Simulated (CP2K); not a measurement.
```yaml
crystal:
  lattice:
    - [6.70829, 0.00000, 0.00000]
    - [0.00000, 6.70829, 0.00000]
    - [0.00000, 0.00000, 6.70829]
  atoms:
    - { symbol: Bi, position: [0.37078, 0.37078, 0.37078] }
    - { symbol: Bi, position: [0.62922, 0.62922, 0.62922] }
    - { symbol: Bi, position: [0.12922, 0.62922, 0.87078] }
    - { symbol: Bi, position: [0.87078, 0.37078, 0.12922] }
    - { symbol: Bi, position: [0.87078, 0.12922, 0.62922] }
    - { symbol: Bi, position: [0.12922, 0.87078, 0.37078] }
    - { symbol: Bi, position: [0.62922, 0.87078, 0.12922] }
    - { symbol: Bi, position: [0.37078, 0.12922, 0.87078] }
    - { symbol: Pt, position: [0.00000, 0.00000, 0.00000] }
    - { symbol: Pt, position: [0.50000, 0.00000, 0.50000] }
    - { symbol: Pt, position: [0.50000, 0.50000, 0.00000] }
    - { symbol: Pt, position: [0.00000, 0.50000, 0.50000] }
```

Method of the run: PBEsol, GPW, DZVP-MOLOPT-PBE-GTH basis, GTH-PBE potentials (POTENTIAL_UZH) (CP2K 2026.2).

The set-up and first iterations of a CP2K log for Bi2Pt (Pa-3, 12 atoms in the cell):

```
 GLOBAL| Method name                                                        CP2K
 GLOBAL| Project name                                                      bi2pt
 GLOBAL| Run type                                                   ENERGY_FORCE

 TOTAL NUMBERS AND MAXIMUM NUMBERS

  Total number of            - Atomic kinds:                                   2
                             - Atoms:                                         12
                             - Shell sets:                                    12
                             - Shells:                                        72
                             - Primitive Cartesian functions:                 64
                             - Cartesian basis functions:                    236
                             - Spherical basis functions:                    208

  Maximum angular momentum of- Orbital basis functions:                        3
   [... lines left out ...]
                        max_diis:                                              4
                        eps_scf:                                        1.00E-12
                        eps_diis:                                       1.00E-01
                        eps_eigval:                                     1.00E-05
                        level_shift [a.u.]:                             0.000000
                        added MOs                                        18    0
                        Mixing method:                            BROYDEN_MIXING
                                                charge density mixing in g-space
                        Smear method:                                   GAUSSIAN
                        Smearing width (sigma) [a.u.]:                  1.84E-03
                        Accuracy threshold:                             1.00E-10
                        No outer SCF

 Extrapolation method: initial_guess

 Number of electrons:                                                        112
 Number of occupied orbitals:                                                 56
 Number of molecular orbitals:                                                74

 Number of orbital functions:                                                208
 Number of independent orbital functions:                                    208
 SCF WAVEFUNCTION OPTIMIZATION

  Step     Update method      Time    Convergence         Total energy    Change
     1 NoMix/Diag. 0.20E+00      -     0.35655007      -526.1599071595 -5.26E+02
     2 Broy./Diag. 0.20E+00      -     0.07100529      -530.7106726522 -4.55E+00
     3 Broy./Diag. 0.20E+00      -     0.04104118      -527.1274596425  3.58E+00
     4 Broy./Diag. 0.20E+00      -     0.10651330      -524.2147840111  2.91E+00
     5 Broy./Diag. 0.20E+00      -     0.01428911      -523.3076245707  9.07E-01
     6 Broy./Diag. 0.20E+00      -     0.00295900      -524.2009923810 -8.93E-01
```

Task: How does the run end?

Result: The run ended unconverged after 100 iterations. It gives no final result for the task that was set. The log goes on:

```
   [... 90 lines left out ...]
    97 Broy./Diag. 0.20E+00      -     2.9541E-12      -524.2365273590 -1.05E-11
    98 Broy./Diag. 0.20E+00      -     5.4889E-12      -524.2365273590  1.09E-11
    99 Broy./Diag. 0.20E+00      -     3.3200E-12      -524.2365273590 -3.41E-13
   100 Broy./Diag. 0.20E+00      -     4.7908E-12      -524.2365273590  2.27E-13
  Leaving inner SCF loop after reaching   100 steps.

  Overlap energy of the core charge distribution:               0.00000001897371
  Self energy of the core charge distribution:               -822.22743137056943
  Core Hamiltonian energy:                                    180.95498002519486
  Hartree energy:                                             174.48594685513999
  Exchange-correlation energy:                                -57.44984581215906
  Smearing free energy correction:                             -0.00017707554807
  Fermi energy:                                                 0.28771046599062

  Total energy:                                              -524.23652735896803
  Total energy (extrapolated to sigma->0):                   -524.23643882119404

 *******************************************************************************
 *   ___                                                                       *
   [... lines left out ...]
 * /| |                                                                        *
 * / \                                                            qs_scf.F:702 *
 *******************************************************************************

 ===== Routine Calling Stack =====

            4 scf_env_do_scf
            3 qs_energies
            2 qs_forces
            1 CP2K
Abort(1) on node 0 (rank 0 in comm 0): application called MPI_Abort(MPI_COMM_WORLD, 1) - process 0
```

The starting cell comes from a database of computed structures (which also holds hypothetical and non-ambient phases and stackings), without a prior relaxation at this level. Its lattice was rescaled by a random factor within 2.5 % of one. Values carry the incompleteness of an atom-centred basis. The potentials were made for another functional than the one used.

The run was DFT PBEsol, GPW, DZVP-MOLOPT-PBE-GTH basis, GTH-PBE potentials (POTENTIAL_UZH). Main settings of its input:

- CUTOFF = 500 Ry
- REL_CUTOFF = 50 Ry
- SMEAR/METHOD = GAUSSIAN
- SIGMA = 0.05 eV
- KPOINTS/SCHEME = MONKHORST-PACK 3 3 3
- XC_FUNCTIONAL = PBE:PBESOL
- Bi/BASIS_SET = DZVP-MOLOPT-PBE-GTH-q5
- Bi/POTENTIAL = GTH-PBE-q5
- Pt/BASIS_SET = DZVP-MOLOPT-PBE-GTH-q18
- Pt/POTENTIAL = GTH-PBE-q18
- METHOD = GPW
- EPS_DEFAULT = 1e-11
